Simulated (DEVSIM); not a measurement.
Structure: Co/Si3N4/p-GaSb capacitor, at 300 K.

```
layer (left to right)  material  thickness (nm)  Na (cm⁻³)
---------------------  --------  --------------  ---------
1                         Si3N4            19.0          -
2                          GaSb            1800     1.1e17
```

Metal gate on the left, work function 5 eV. Fixed charge at the semiconductor interface 4.7e10 cm⁻² (in units of +e); no interface traps.

The device is made up for the run: typed textbook-type constants, with dimensions and the other settings drawn at random. Values at 300 K.

```csv
parameter,Si3N4,GaSb
gap (eV),5.1,0.726
affinity (eV),2.1,4.06
permittivity,7.5,15.7
Nc (cm⁻³),-,2.1e17
Nv (cm⁻³),-,1.8e19
```

DEVSIM, 1D Poisson equation in equilibrium, Boltzmann statistics, complete ionisation; no quantum confinement or tunnelling. Metal contacts follow the ideal Schottky-Mott rule: no Fermi-level pinning, no interface dipoles.

Task: Tabulate band edges, carrier densities and field at -1.0 V on the gate.

Result: Energies count from the Fermi level of the right contact; mesh points crowd at the junctions.

| x (μm) | Ec (eV) | Ev (eV) | n (cm⁻³) | p (cm⁻³) | field (V/cm) |
|---|---|---|---|---|---|
| 0.000 | 3.900 | -1.200 | < 1e2 | < 1e2 | -640000 |
| 0.001300 | 3.817 | -1.283 | < 1e2 | < 1e2 | -640000 |
| 0.004030 | 3.642 | -1.458 | < 1e2 | < 1e2 | -640000 |
| 0.009276 | 3.305 | -1.795 | < 1e2 | < 1e2 | -640000 |
| 0.01588 | 2.882 | -2.218 | < 1e2 | < 1e2 | -640000 |
| 0.01808 | 2.741 | -2.359 | < 1e2 | < 1e2 | -640000 |
| 0.01926 | 0.715 | -0.011 | 200000 | 1.2e19 | -260000 |
| 0.02190 | 0.673 | -0.053 | 1100000 | 2.3e18 | -100000 |
| 0.02669 | 0.640 | -0.086 | 3700000 | 6.5e17 | -45000 |
| 0.03713 | 0.613 | -0.113 | 1.1e7 | 2.3e17 | -15000 |
| 0.06133 | 0.597 | -0.129 | 1.9e7 | 1.2e17 | -2200 |
| 0.1421 | 0.594 | -0.132 | 2.2e7 | 1.1e17 | ≈ 0 |
| 0.2885 | 0.594 | -0.132 | 2.2e7 | 1.1e17 | ≈ 0 |
| 0.6075 | 0.594 | -0.132 | 2.2e7 | 1.1e17 | ≈ 0 |
| 1.330 | 0.594 | -0.132 | 2.2e7 | 1.1e17 | ≈ 0 |
| 1.603 | 0.594 | -0.132 | 2.2e7 | 1.1e17 | ≈ 0 |
| 1.720 | 0.594 | -0.132 | 2.2e7 | 1.1e17 | ≈ 0 |
| 1.774 | 0.594 | -0.132 | 2.2e7 | 1.1e17 | ≈ 0 |
| 1.804 | 0.594 | -0.132 | 2.2e7 | 1.1e17 | ≈ 0 |
| 1.813 | 0.594 | -0.132 | 2.2e7 | 1.1e17 | ≈ 0 |
| 1.817 | 0.594 | -0.132 | 2.2e7 | 1.1e17 | ≈ 0 |
| 1.819 | 0.594 | -0.132 | 2.2e7 | 1.1e17 | ≈ 0 |
